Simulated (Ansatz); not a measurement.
ZrO2, response to strain

Consider ZrO2 (space group P4_2/nmc, No. 137; a = 3.621 Å, c = 5.284 Å). Axes: x, y, z lie along a, b, c of the conventional cell.

Strains are applied to the cell and any free atomic positions relax; under biaxial strain the out-of-plane vector relaxes too.

The values are results of PBE/PAW in Ansatz (a first-principles code), no SOC, earlier PAW set, not measurements.

Candidates:
(a) biaxial strain +3.48 %, plane normal [001], relaxed out of plane
(b) isotropic strain +1.28 %
(c) isotropic strain +2.75 %

Base values:

The band gap is 4.04 eV.

Question: Order them by band gap, highest first.

Answer: (b) isotropic strain +1.28 % (3.91 eV), (c) isotropic strain +2.75 % (3.76 eV), (a) biaxial strain +3.48 %, plane normal [001], relaxed out of plane (3.38 eV)

No phonon test of stability was made. This is not the structure that ZrO2 has at room temperature and ambient pressure.
